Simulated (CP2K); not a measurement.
Worked example: self-consistent single point of Ba₂PdO₃ (Immm, 6 atoms in the cell) in CP2K.

Method: LDA (Pade form), GPW, DZVP-MOLOPT-SR-GTH basis, GTH-PADE potentials (GTH_POTENTIALS) run with CP2K.

```yaml
crystal:
  lattice:
    - [7.21196, 0.00000, 0.00000]
    - [5.02328, 5.17484, 0.00000]
    - [-6.05319, -2.73975, 2.80446]
  atoms:
    - { symbol: Ba, position: [0.64529, 0.64529, 0.00000] }
    - { symbol: Ba, position: [0.35471, 0.35471, 0.00000] }
    - { symbol: Pd, position: [0.00000, 0.00000, 0.00000] }
    - { symbol: O, position: [0.84579, 0.84579, 0.00000] }
    - { symbol: O, position: [0.15421, 0.15421, 0.00000] }
    - { symbol: O, position: [0.50000, 0.00000, 0.50000] }
```

Reference input (self-consistent single point, DFT PBEsol, GPW, DZVP-MOLOPT-SR-GTH basis, GTH-PBE potentials (GTH_POTENTIALS)): CUTOFF = 500 Ry; REL_CUTOFF = 60 Ry; SMEAR/METHOD = GAUSSIAN; SIGMA = 0.136 eV; KPOINTS/SCHEME = MONKHORST-PACK 6 6 6; GAMMA_CENTERED = T; XC_FUNCTIONAL = PBE:PBESOL; Ba/BASIS_SET = DZVP-MOLOPT-SR-GTH-q10; Ba/POTENTIAL = GTH-PBE-q10; Pd/BASIS_SET = DZVP-MOLOPT-SR-GTH-q18; Pd/POTENTIAL = GTH-PBE-q18; O/BASIS_SET = DZVP-MOLOPT-SR-GTH-q6. This run's input differs from it in these lines:

```diff
@@ -44,6 +44,3 @@
     &XC
-      &XC_FUNCTIONAL
-        &PBE
-          PARAMETRIZATION PBESOL
-        &END PBE
+      &XC_FUNCTIONAL PADE
       &END XC_FUNCTIONAL
@@ -83,3 +80,3 @@
       BASIS_SET DZVP-MOLOPT-SR-GTH-q10
-      POTENTIAL GTH-PBE-q10
+      POTENTIAL GTH-PADE-q10
     &END KIND
@@ -87,3 +84,3 @@
       BASIS_SET DZVP-MOLOPT-SR-GTH-q18
-      POTENTIAL GTH-PBE-q18
+      POTENTIAL GTH-PADE-q18
     &END KIND
@@ -91,3 +88,3 @@
       BASIS_SET DZVP-MOLOPT-SR-GTH-q6
-      POTENTIAL GTH-PBE-q6
+      POTENTIAL GTH-PADE-q6
     &END KIND
```

Output (repeated stretches shortened):

```
 SCF WAVEFUNCTION OPTIMIZATION

  Step     Update method      Time    Convergence         Total energy    Change
     1 NoMix/Diag. 0.30E+00      -     1.22560259      -227.1874418555 -2.27E+02
     2 Broy./Diag. 0.30E+00      -     0.55102233      -229.0576279929 -1.87E+00
     3 Broy./Diag. 0.30E+00      -     0.17343824      -226.9329327396  2.12E+00
     4 Broy./Diag. 0.30E+00      -     0.04053105      -226.7844920813  1.48E-01
     5 Broy./Diag. 0.30E+00      -     0.01833333      -226.3350162076  4.49E-01
     6 Broy./Diag. 0.30E+00      -     0.01016553      -226.1941008023  1.41E-01
   [... 13 lines left out ...]
    20 Broy./Diag. 0.30E+00      -     0.00000184      -226.3002884778  7.03E-06
    21 Broy./Diag. 0.30E+00      -     0.00000307      -226.3002914721 -2.99E-06
    22 Broy./Diag. 0.30E+00      -     0.00000135      -226.3002858503  5.62E-06
    23 Broy./Diag. 0.30E+00      -     0.00000057      -226.3002904766 -4.63E-06
  *** SCF run converged in    23 steps ***

  Overlap energy of the core charge distribution:               0.00000000000008
  Self energy of the core charge distribution:               -450.43906950248538
  Core Hamiltonian energy:                                    108.43878319745903
  Hartree energy:                                             145.97233104723594
  Exchange-correlation energy:                                -30.27188904966507
  Smearing free energy correction:                             -0.00044616993558
  Fermi energy:                                                 0.30819818377224

  Total energy:                                              -226.30029047658408
  Total energy (extrapolated to sigma->0):                   -226.30006739161630

                     Mulliken Population Analysis

   [... lines left out ...]

 STRESS| Analytical stress tensor [bar]
 STRESS|                        x                   y                   z
 STRESS|      x       -4.56810780924E+04  -2.80833292088E+03  -3.04848724553E+03
 STRESS|      y       -2.80833292088E+03  -4.02286183721E+04   7.20719258459E+03
 STRESS|      z       -3.04848724553E+03   7.20719258459E+03  -3.81179359950E+04
 STRESS| 1/3 Trace                                            -4.13425441532E+04
```

The run converged in 23 iterations. Against the reference run the pressure goes from 0.69 to -4.13 GPa and the largest force goes from 0.165 to 0.136 eV/Å.

The starting cell comes from a database of computed structures (which also holds hypothetical and non-ambient phases and stackings), without a prior relaxation at this level. Its lattice was rescaled by a random factor within 2.5 % of one. Spin polarisation is off. Values carry the incompleteness of an atom-centred basis. With a pressure of about -4 GPa the cell is away from its equilibrium volume at this level.

Cost on one core of a shared machine: roughly 5 min.
